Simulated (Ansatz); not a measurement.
Seebeck coefficient (μV/K, mean over directions) of p-type MgO (Fm-3m) against carrier density, PBEsol, rigid bands (Ansatz, a first-principles code). Computed gap 4.62 eV; densities at which minority carriers matter at this gap, or further valleys turn the trend, are left out. Conductivity mass 2.3 mₑ (harmonic mean over directions), N_v = 3.1e20 cm⁻³ at 300 K.

| hole density | 300 K | 500 K |
|---|---|---|
| 1e16 cm⁻³ | 1103 | 1171 |
| 1e17 cm⁻³ | 905 | 973 |
| 1e18 cm⁻³ | [?] | 774 |
| 3e18 cm⁻³ | 612 | 680 |
| 1e19 cm⁻³ | 508 | 576 |
| 3e19 cm⁻³ | 414 | 482 |
| 1e20 cm⁻³ | [?] | 379 |
| 3e20 cm⁻³ | [?] | 287 |
| 1e21 cm⁻³ | 135 | 191 |

Task: What belongs in the gaps?

Result: 
- 1e18 cm⁻³, 300 K: 706
- 1e20 cm⁻³, 300 K: 312
- 3e20 cm⁻³, 300 K: 222

Rigid bands with a gap fixed in temperature, one relaxation time for all states, no polarons or phonon drag, and whether or not such doping can be reached. Spin-orbit coupling is left out.
